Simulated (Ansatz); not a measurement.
Base system: TiO (space group C2/m, No. 12).

```xyz
10
Lattice="4.6039 -2.0617 0.0000 4.6039 2.0617 0.0000 -1.7175 0.0000 5.4966" Properties=species:S:1:pos:R:3 pbc="T T T"
Ti     5.4484     0.0000     1.7811
Ti     2.0418     0.0000     3.7155
Ti     4.6957     0.0000     4.5645
Ti     2.7945     0.0000     0.9321
Ti    -0.8588     0.0000     2.7483
O      4.6039     0.0000     0.0000
O      7.3591     0.0000     0.9240
O      0.1311     0.0000     4.5727
O      6.5185     0.0000     3.6189
O      0.9717     0.0000     1.8777
```

Calculations: Kohn–Sham DFT with the PBEsol functional, run in Ansatz (an electronic-structure program) with PAW and 420 eV plane waves, no spin-orbit coupling.

For the base:

```
Item                                Value
-----------------------------  ----------
Band gap                             zero
Shortest interatomic distance     1.971 Å
Gap character                      absent
Density                        5.08 g/cm³
```

One thing is altered: Ca takes the place of Ti on all its sites, then cell and atoms are relaxed.

Tabulated Pauling electronegativity and covalent radius: Ti 1.54, 1.60 Å; Ca 1.00, 1.76 Å.

Problem. How does this affect the band gap?

Solution. The band gap goes from zero to 0.36 eV.

Problem. What happens to the shortest interatomic distance?

Solution. The shortest interatomic distance goes up by 0.161 Å (1.971 Å → 2.132 Å).

Problem. Predict the new gap character.

Solution. The gap character changes from absent to indirect, L₂ → Γ.

Problem. Estimate the effect on the density.

Solution. The density drops by 2.156 g/cm³ to 2.93 g/cm³.

Stability against distortions was not tested. As relaxed here, CaO is a hypothetical phase, not in the database extracts checked. No Hubbard U is applied, and correlation can decide whether such a compound is a metal. All final runs are without spin polarisation.
